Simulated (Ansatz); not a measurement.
Results of G0W0@PBEsol in Ansatz (hard PAW, contour deformation) for LiF (model structure, started from the CsCl type, Pm-3m, No. 221, 2 atoms in the cell).

The cell is the one relaxed with PBEsol. Conventional cell: a = 2.5216 Å, b = 2.5216 Å, c = 2.5216 Å, α = 90.00°, β = 90.00°, γ = 90.00°.

The quasiparticle gap at Γ at a fixed k mesh 2×2×2:

```
response cutoff          value (eV)
-----------------------  ----------
200 eV, 189 empty bands      12.137
250 eV, 264 empty bands      12.267
300 eV, 348 empty bands      12.332
400 eV, 535 empty bands      12.422
```

Q: Taking the value to converge with the response cutoff E as E^(−3/2), extrapolate from the last two rows.

A: With y = y∞ + c/w and weights w = 5196 and 8000 for the last two rows, y∞ = (w2 y2 − w1 y1)/(w2 − w1) = (8000 × 12.422 − 5196 × 12.332)/2804 = 12.589 eV, which lies 0.167 beyond the last row. Successive pairs of rows give 12.594, 12.539, 12.589. The limit also hangs on the law assumed, so its last digits aren't firm.

The other settings are not extrapolated, so this is the limit in one setting alone.

At the last cutoff the smallest gap on this mesh is 11.64 eV, with an edge away from Γ.

A model structure was made by putting elements into a prototype or built by hand; it is no filed structure, need not be a known phase, and can be a saddle point held by its symmetry.

Ansatz is an electronic-structure program.
